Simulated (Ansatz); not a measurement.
CaC2 (C2/m, No. 12; cell taken from a computed entry) was calculated with LDA (PAW; Ansatz, a program for electronic structure).

Settings: plane-wave cutoff 500 eV, 12×12×6 k mesh (along the axes of the cell as run), gaussian smearing 0.02 eV, scalar-relativistic PAW data made under PBE.

Cell (relaxed at this level):

```cif
data_C4Ca2
_chemical_formula_sum 'Ca2 C4'
_space_group_name_H-M_alt 'P 1'
_space_group_IT_number 1
_cell_length_a 3.94354
_cell_length_b 3.94354
_cell_length_c 7.27519
_cell_angle_alpha 104.808
_cell_angle_beta 104.808
_cell_angle_gamma 56.247
loop_
_space_group_symop_operation_xyz
  'x, y, z'
loop_
_atom_site_label
_atom_site_type_symbol
_atom_site_fract_x
_atom_site_fract_y
_atom_site_fract_z
_atom_site_occupancy
Ca1 Ca 0.80155 0.80155 0.75340 1
Ca2 Ca 0.19845 0.19845 0.24660 1
C1 C 0.08077 0.08077 0.56593 1
C2 C 0.91923 0.91923 0.43407 1
C3 C 0.45066 0.45066 0.05942 1
C4 C 0.54934 0.54934 0.94058 1
```

**Question.** Predict the band gap.

**Answer.** 
- band gap = 1.95 eV (on the SCF k mesh)

Note: the relaxation could not lower the start's symmetry, so the cell can be a saddle point above a distorted one.

Static lattice: no zero-point or thermal effects.

It cost very roughly 90 core-seconds of CPU time.
